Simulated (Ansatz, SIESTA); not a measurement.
**One structure in several programs: ScAu₄ (I4/m, 5 atoms in the cell)**

Relaxation of cell and atoms.

```
CELL_PARAMETERS angstrom
     -3.30473     3.30473     2.03300
      3.30473    -3.30473     2.03300
      3.30473     3.30473    -2.03300
ATOMIC_POSITIONS crystal
  Sc 0.00000 0.00000 0.00000
  Au 0.79718 0.60235 0.39953
  Au 0.20282 0.39765 0.60047
  Au 0.60235 0.20282 0.80517
  Au 0.39765 0.79718 0.19483
```

Shared settings, as Ansatz (a program for electronic structure) writes them: kpoints.mp_grid.grid = 6 6 6; scf.occupations.method = fermi_dirac; scf.occupations.width = 0.0073 Ry. Potentials and cutoffs stand in the table.

```csv
code,model,final volume (Å³/atom),cutoff
SIESTA,"GGA PBEsol, numerical atomic orbitals TZP, PseudoDojo PBEsol standard norm-conserving potentials (rewritten from UPF to PSML)",16.89,grid 350 Ry
Ansatz,"PBEsol, PAW files made with PBE",17.23,default
```

On Ansatz's run: spin-orbit coupling is off.

The spread over the programs that give each value: final volume within 0.34 Å³/atom.

SIESTA uses small atom-centred bases, whose incompleteness enters pressures, forces and empty levels differently from a plane-wave cutoff. The programs treat the finite-basis stress differently while the cell relaxes: Ansatz adds an estimate of it.

The starting cell comes from a database of computed structures (which also holds hypothetical and non-ambient phases and stackings), without a prior relaxation at this level.

Keys are those of Ansatz 0.2.
